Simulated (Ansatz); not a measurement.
# Pressure series in BAs

The parent structure is BAs in the zinc blende structure (space group F-43m, No. 216; a = 4.768 Å).

Cell and atoms are relaxed at each pressure.

The values are results of PBEsol (Ansatz, a program for electronic structure), no spin-orbit coupling, not measurements.

Two rows of this table had their results exchanged by mistake.

```csv
pressure,volume per atom (Å³),shortest distance (Å),band gap
pressure −2 GPa,12.39,2.004,0.99 eV
pressure −1 GPa,13.65,2.069,1.09 eV
pressure 0.9 GPa,13.46,2.060,1.08 eV
pressure 2.1 GPa,13.35,2.055,1.07 eV
pressure 4.5 GPa,13.15,2.044,1.05 eV
pressure 9 GPa,12.80,2.026,1.03 eV
pressure 15 GPa,13.75,2.075,1.10 eV
pressure 22.5 GPa,11.96,1.981,0.95 eV
pressure 30 GPa,11.59,1.960,0.92 eV
```

### Question
Which two?

### Answer
The rows for pressure −2 GPa and pressure 15 GPa: the volume has to fall steadily with pressure, so 13.75 Å³ belongs to pressure −2 GPa and 12.39 Å³ to pressure 15 GPa.

Load acts through the strain it causes; cell and atoms are relaxed under it. No phonon test of stability was made. No other phases were tried under pressure.
